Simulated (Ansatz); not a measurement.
Base system: SrTiO3 in the cubic perovskite structure (space group Pm-3m, No. 221; a = 3.8542 Å). Axes: x, y, z lie along the cube axes.

Calculations: LDA (Ansatz, an electronic-structure program), no spin-orbit coupling.

Strains are applied to the cell and any free atomic positions relax; under biaxial strain the out-of-plane vector relaxes too.

One change was made to it. Results:

| quantity | base | after |
|---|---|---|
| volume per atom | 11.45 Å³ | 11.35 Å³ |
| energy relative to the base (free energy F) | 0 meV/atom | +1.1 meV/atom |

Question: Which change produced these results?
A) biaxial strain −1.20 %, plane normal [001], relaxed out of plane
B) biaxial strain −3.00 %, plane normal [001], relaxed out of plane
C) biaxial strain −1.80 %, plane normal [001], relaxed out of plane
D) biaxial strain −2.40 %, plane normal [001], relaxed out of plane
E) biaxial strain −0.60 %, plane normal [001], relaxed out of plane

Answer: E, biaxial strain −0.60 %, plane normal [001], relaxed out of plane. For comparison, the energy relative to the base in the other runs: biaxial strain −1.20 %, plane normal [001], relaxed out of plane gives +4.6 meV/atom; biaxial strain −1.80 %, plane normal [001], relaxed out of plane gives +11 meV/atom; biaxial strain −3.00 %, plane normal [001], relaxed out of plane gives +31 meV/atom; biaxial strain −2.40 %, plane normal [001], relaxed out of plane gives +19 meV/atom.

No phonon test of stability was made. All final runs are without spin polarisation. Many cubic perovskites are stable only at high temperature; tilts and polar distortions were not tested.
